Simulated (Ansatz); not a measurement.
Base system: Pt in the fcc (Cu type) structure (space group Fm-3m, No. 225; relaxed with 0.1 eV smearing).

```xyz
1
Lattice="0.0000 1.9599 1.9599 1.9599 0.0000 1.9599 1.9599 1.9599 0.0000" Properties=species:S:1:pos:R:3 pbc="T T T"
Pt     0.0000     0.0000     0.0000
```

Cartesian axes are those of the cell as printed.

Method: PBEsol (Ansatz, a program for electronic structure; PAW; 420 eV plane waves; spin-orbit coupling left out).

Perturbation: a pure shear with ε_xy = ε_yx = 0.0114, atoms relaxed at fixed cell.

Question: Estimate the effect on the energy relative to the base and stress.

Answer: The energy rises by 2.1 meV/atom; the stress (xx, yy, zz, yz, xz, xy; compression positive) comes out as (0.3, 0.3, -0.2, 0.0, 0.0, -2.0) GPa.

The cells carry an imposed strain or load. Whether these cells are dynamically stable was not tested. All final runs are without spin polarisation.
